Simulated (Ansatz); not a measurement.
NaF (model structure, started from the CsCl type, Pm-3m, No. 221, 2 atoms in the cell) was calculated with dielectric-dependent PBEsol hybrid (Ansatz, an electronic-structure program, PAW).

Settings: plane-wave cutoff 460 eV, 8×8×8 k mesh, Fermi–Dirac smearing 0.01 eV, scalar-relativistic PAW data made under PBE.

Cell (relaxed with PBEsol):

Space group Pm-3m (No. 221); a = 2.817 Å, b = 2.817 Å, c = 2.817 Å, α = 90.00°, β = 90.00°, γ = 90.00°

```csv
atom,site,symmetry,x,y,z
Na,1a,m-3m,0.0000,0.0000,0.0000
F,1b,m-3m,0.5000,0.5000,0.5000
```

### Question
Estimate the band gap and smallest direct gap on the k points sampled that the calculation returns.

### Answer

band gap: 11.91 eV (on the SCF k mesh) (indirect)
smallest direct gap on the k points sampled: 12.26 eV

Note: the relaxation could raise the start's symmetry but not lower it, so the cell can be a saddle point; cell and atoms aren't relaxed at this level (pressure -3.6 GPa).

Computed values are for the static lattice.

The result took about 30 core-seconds (a rough figure).

A model structure was made by putting elements into a prototype or built by hand; it is no filed structure, need not be a known phase, and can be a saddle point held by its symmetry.
